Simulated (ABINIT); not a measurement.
**A self-consistent single point of Br (Cmce, 4 atoms in the cell) with ABINIT**

Method of the run: PBE, PAW (JTH v2.0 PBE PAW) (plane waves; ABINIT).

This input was run:

```
# Br, JTH v2.0 PBE PAW
pp_dirpath "./"
pseudos "Br.GGA_PBE-JTH.xml"
acell 3*1.0
rprim
         4.3252656253   -6.4396253841    0.0000000000
         4.3252656253    6.4396253841    0.0000000000
         0.0000000000    0.0000000000   16.8376411841
natom 4
ntypat 1
znucl 35
typat 1 1 1 1
xred
         0.8610000000    0.8610000000    0.8890000000
         0.6390000000    0.6390000000    0.3890000000
         0.3610000000    0.3610000000    0.6110000000
         0.1390000000    0.1390000000    0.1110000000
ecut 40 Ry
pawecutdg 80 Ry
occopt 3
tsmear 0.02 eV
nband 19
kptopt 1
ngkpt 5 5 2
nshiftk 1
shiftk 0 0 0
nstep 80
tolvrs 1.0e-11
prtwf 0
prtden 0
prtvol 1
```

Output, abridged:

```
 Symmetries : space group Cm c a (# 64); Bravais oC (1-face-center ortho.)

 -outvars: echo values of preprocessed input variables --------
            acell      1.0000000000E+00  1.0000000000E+00  1.0000000000E+00 Bohr
             ecut      2.00000000E+01 Hartree
              ixc     -101130
         kptrlatt        5    0    0      0    5    0      0    0    2
          kptrlen      3.36752824E+01
            natom           4
            nband          19
            ngfft          32      32      72
          ngfftdg          48      48      96
             nkpt          18
            nstep          80
             nsym           8
           ntypat           1
           occopt           3
        pawecutdg      4.00000000E+01 Hartree
            rprim      4.3252656253E+00 -6.4396253841E+00  0.0000000000E+00
                       4.3252656253E+00  6.4396253841E+00  0.0000000000E+00
                       0.0000000000E+00  0.0000000000E+00  1.6837641184E+01
          spgroup          64
           tolvrs      1.00000000E-11
           tsmear      7.34986508E-04 Hartree
            typat      1  1  1  1
           useylm           1
             xred      8.6100000000E-01  8.6100000000E-01  8.8900000000E-01
                       6.3900000000E-01  6.3900000000E-01  3.8900000000E-01
                       3.6100000000E-01  3.6100000000E-01  6.1100000000E-01
                       1.3900000000E-01  1.3900000000E-01  1.1100000000E-01
            znucl       35.00000

== DATASET  1 ==================================================================

 Real(R)+Recip(G) space primitive vectors, cartesian coordinates (Bohr,Bohr^-1):
 R(1)=  4.3252656 -6.4396254  0.0000000  G(1)=  0.1155998 -0.0776443  0.0000000
 R(2)=  4.3252656  6.4396254  0.0000000  G(2)=  0.1155998  0.0776443  0.0000000
 R(3)=  0.0000000  0.0000000 16.8376412  G(3)=  0.0000000  0.0000000  0.0593907
 Unit cell volume ucvol=  9.3796068E+02 bohr^3
 Angles (23,13,12)=  9.00000000E+01  9.00000000E+01  1.12224314E+02 degrees

 Coarse grid specifications (used for wave-functions):

 getcut: wavevector=  0.0000  0.0000  0.0000  ngfft=  32  32  72
         ecut(hartree)=     20.000   => boxcut(ratio)=   2.04908

 Fine grid specifications (used for densities):

 getcut: wavevector=  0.0000  0.0000  0.0000  ngfft=  48  48  96
         ecut(hartree)=     40.000   => boxcut(ratio)=   2.00260

   3.35685335E+03                                ecore*ucvol(ha*bohr**3)

_setup2: Arith. and geom. avg. npw (full set) are    4006.580    4006.562

--- !BeginCycle
solver: {iscf: 17, nstep: 80, nline: 4, wfoptalg: 10, }
tolerances: {tolvrs: 1.00E-11, }
...

     iter   Etot(hartree)      deltaE(h)  residm     nres2
 ETOT  1  -54.376718819907    -5.438E+01 1.429E-02 5.936E+00
 ETOT  2  -54.399693409429    -2.297E-02 1.285E-03 5.845E-01
 ETOT  3  -54.398064872958     1.629E-03 9.897E-05 1.347E-02
 ETOT  4  -54.398112072487    -4.720E-05 1.101E-04 2.527E-03
 ETOT  5  -54.398130185844    -1.811E-05 3.623E-05 2.263E-04
 ETOT  6  -54.398132844237    -2.658E-06 1.424E-05 3.648E-05
 ETOT  7  -54.398133684322    -8.401E-07 1.252E-05 1.303E-06
 ETOT  8  -54.398133718979    -3.466E-08 2.185E-06 1.434E-07
 ETOT  9  -54.398133721678    -2.699E-09 3.923E-06 1.336E-08
 ETOT 10  -54.398133721907    -2.288E-10 6.878E-07 8.747E-10
 ETOT 11  -54.398133721959    -5.173E-11 1.217E-06 1.190E-10
 ETOT 12  -54.398133721962    -3.162E-12 4.385E-07 7.341E-12

 At SCF step   12       nres2   =  7.34E-12 < tolvrs=  1.00E-11 =>converged.

 Cartesian components of stress tensor (hartree/bohr^3)
  sigma(1 1)=  1.14280097E-05  sigma(3 2)=  0.00000000E+00
  sigma(2 2)= -3.68230946E-05  sigma(3 1)=  0.00000000E+00
  sigma(3 3)=  2.44992398E-05  sigma(2 1)=  0.00000000E+00

 ----iterations are completed or convergence reached----

 reduced coordinates (array xred) for    4 atoms
       0.861000000000      0.861000000000      0.889000000000
       0.639000000000      0.639000000000      0.389000000000
       0.361000000000      0.361000000000      0.611000000000
       0.139000000000      0.139000000000      0.111000000000
 cartesian forces (eV/Angstrom) at end:
    1      0.03768204297276    -0.00000000000000    -0.15089764514162
    2     -0.03768204297276    -0.00000000000000    -0.15089764514162
    3      0.03768204297276     0.00000000000000     0.15089764514162
    4     -0.03768204297276    -0.00000000000000     0.15089764514162
 frms,max,avg= 8.9796131E-02 1.5089765E-01   0.000E+00  0.000E+00  0.000E+00 e/A
 length scales=  1.000000000000  1.000000000000  1.000000000000 bohr
              =  0.529177208590  0.529177208590  0.529177208590 angstroms
 Fermi (or HOMO) energy (hartree) =  -0.04604   Average Vxc (hartree)=  -0.29432
 Eigenvalues (hartree) for nkpt=  18  k points:
 kpt#   1, nband= 19, wtk=  0.02000, kpt=  0.0000  0.0000  0.0000 (reduced coord)
  -0.65434   -0.64239   -0.56404   -0.54054   -0.25399   -0.21759   -0.15187   -0.15145
  -0.13591   -0.13317   -0.11487   -0.09565   -0.08293   -0.08204   -0.02342    0.00561
   0.13978    0.16871    0.19181
      occupation numbers for kpt#   1
   2.00000    2.00000    2.00000    2.00000    2.00000    2.00000    2.00000    2.00000
   2.00000    2.00000    2.00000    2.00000    2.00000    2.00000    0.00000    0.00000
   0.00000    0.00000    0.00000
 prteigrs : prtvol=0 or 1, do not print more k-points.

--- !EnergyTerms
comment             : Components of total free energy in Hartree
kinetic             :  1.89844710508018E+01
hartree             :  8.86508194076175E+00
xc                  : -2.45566963763340E+01
Ewald energy        : -4.37957010650962E+01
psp_core            :  3.57888492907807E+00
local_psp           : -2.80917261077289E+01
spherical_terms     :  1.06175518978846E+01
internal            : -5.43981337306329E+01
'-kT*entropy'       :  8.78075046472935E-16
total_energy        : -5.43981337306329E+01
total_energy_eV     : -1.48024849821186E+03
...

-Cartesian components of stress tensor (GPa)         [Pressure=  8.7856E-03 GPa]
- sigma(1 1)=  3.36223597E-01  sigma(3 2)=  0.00000000E+00
- sigma(2 2)= -1.08337266E+00  sigma(3 1)=  0.00000000E+00
- sigma(3 3)=  7.20792398E-01  sigma(2 1)=  0.00000000E+00

 Calculation completed.
```

The run converged in 12 iterations.

The starting cell has typed, rounded lattice constants, without a prior relaxation at this level. Its lattice was rescaled by a random factor within 2.5 % of one.

These are the values that this program gave, and no reference: the one-centre exchange-correlation terms come from a truncated expansion.

Cost on one core of a shared machine: roughly 50 s.
